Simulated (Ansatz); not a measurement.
Seebeck coefficient (μV/K, mean over directions) of p-type InP (F-43m) against carrier density, PBE with spin-orbit coupling, rigid bands run with Ansatz (a program for electronic structure). Computed gap 0.64 eV; densities at which minority carriers matter at this gap, or further valleys turn the trend, are left out. Conductivity mass 0.57 mₑ (harmonic mean over directions), N_v = 2.3e19 cm⁻³ at 300 K.

```csv
hole density,300 K,500 K
1e17 cm⁻³,712,798
1e18 cm⁻³,514,600
3e18 cm⁻³,420,506
1e19 cm⁻³,320,403
3e19 cm⁻³,236,312
1e20 cm⁻³,156,219
3e20 cm⁻³,[?],[?]
1e21 cm⁻³,46,75
```

Complete the blanks.


- 3e20 cm⁻³, 300 K: 96
- 3e20 cm⁻³, 500 K: 142

Rigid bands with a gap fixed in temperature, one relaxation time for all states, no polarons or phonon drag, and whether or not such doping can be reached. Geometry: cell and atoms relaxed with PBEsol.
